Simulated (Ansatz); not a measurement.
The parent structure is MoS2 in the 3R-MoS2 type structure (space group R3m, No. 160; a = 3.1532 Å, c = 17.9937 Å (hexagonal axes); layered, stacked along the Cartesian z axis).

(Cell as relaxed with PBE-D3(BJ).)

Levels (all Ansatz, a program for electronic structure, PAW, earlier PAW set): PBE-D3(BJ) (420 eV, spin-orbit coupling left out); PBEsol-D3(BJ) (420 eV, spin-orbit coupling left out).

Each level relaxes its own structure.

```csv
base,PBE-D3(BJ),PBEsol-D3(BJ)
volume per atom,17.22 Å³,16.21 Å³
lattice parameter a,3.153 Å,3.116 Å
band gap,0.77 eV,0.50 eV
```

It is then changed as follows: every lattice vector is stretched by 4.45 %, atoms relaxed at fixed cell.

```json
[
 {"quantity": "hole mass", "PBE-D3(BJ)": "1.2 mₑ along k, 0.58 mₑ across (at T)", "PBEsol-D3(BJ)": "?"},
 {"quantity": "shift of the gap caused by the change", "PBE-D3(BJ)": "-0.37 eV", "PBEsol-D3(BJ)": "?"},
 {"quantity": "smallest direct gap", "PBE-D3(BJ)": "1.34 eV", "PBEsol-D3(BJ)": "?"},
 {"quantity": "pressure (mean of the normal stresses, compression positive)", "PBE-D3(BJ)": "-7.74 GPa", "PBEsol-D3(BJ)": "?"},
 {"quantity": "energy relative to the base (free energy F)", "PBE-D3(BJ)": "+65 meV/atom", "PBEsol-D3(BJ)": "?"}
]
```

**Question.** Given the PBE-D3(BJ) results, estimate those of PBEsol-D3(BJ).

**Answer.** 
- hole mass, PBEsol-D3(BJ): 1.2 mₑ along k, 0.49 mₑ across (at T)
- shift of the gap caused by the change, PBEsol-D3(BJ): -0.14 eV
- smallest direct gap, PBEsol-D3(BJ): 1.42 eV
- pressure (mean of the normal stresses, compression positive), PBEsol-D3(BJ): -8.95 GPa
- energy relative to the base (free energy F), PBEsol-D3(BJ): +71 meV/atom

PBE-D3(BJ)'s shift of the gap caused by the change lies 0.236 eV below PBEsol-D3(BJ)'s; PBE-D3(BJ)'s smallest direct gap lies 0.08 eV below PBEsol-D3(BJ)'s; PBE-D3(BJ)'s pressure lies 1.21 GPa above PBEsol-D3(BJ)'s; PBE-D3(BJ)'s energy relative to the base lies 6.3 meV/atom below PBEsol-D3(BJ)'s. Neither level is exact; PBEsol-D3(BJ) is the comparison here, not a measurement.

The cells carry an imposed strain or load. Masses are band curvatures over ±0.01 Å⁻¹ around the edge. Along k means along the line from Γ to the band edge. Whether these cells are dynamically stable was not tested.
